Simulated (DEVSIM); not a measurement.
System: abrupt GaSb n-p junction, at 300 K.

Layer 1 from the left is GaSb, thickness (μm) 0.150, Nd (cm⁻³) 2e16, τn (s) 1.5e-8, τp (s) 1.5e-8. Layer 2 from the left is GaSb, thickness (μm) 33.0, Na (cm⁻³) 3e16, τn (s) 1.5e-8, τp (s) 1.5e-8.

Left contact: ohmic. Right contact: ohmic. Voltage is applied to the left contact. Recombination: SRH at mid-gap. Mobility is μmin + (μ − μmin)/(1 + (N/Nref)^α).

The device is made up for the run: typed textbook-type constants, with dimensions and the other settings drawn at random. Values at 300 K.

GaSb: gap (eV) 0.726, affinity (eV) 4.06, permittivity 15.7, Nc (cm⁻³) 2.1e17, Nv (cm⁻³) 1.8e19, μn (cm²/Vs) 5000, μp (cm²/Vs) 850, μn,min 1000, μp,min 190, Nref,n 2.8e17, Nref,p 9e17, αn 1.05, αp 0.65.

Simulated with DEVSIM: 1D drift-diffusion, Boltzmann statistics, complete ionisation; no tunnelling, impact ionisation, image-force lowering or self-heating.

### Question
What does the simulation give for the dark forward voltage at 100 A/cm², the potential step across the device at zero bias, the dark forward voltage at 1 A/cm²?

### Answer
dark forward voltage at 100 A/cm² 0.464 V; potential step across the device at zero bias 0.500 V; dark forward voltage at 1 A/cm² 0.248 V.
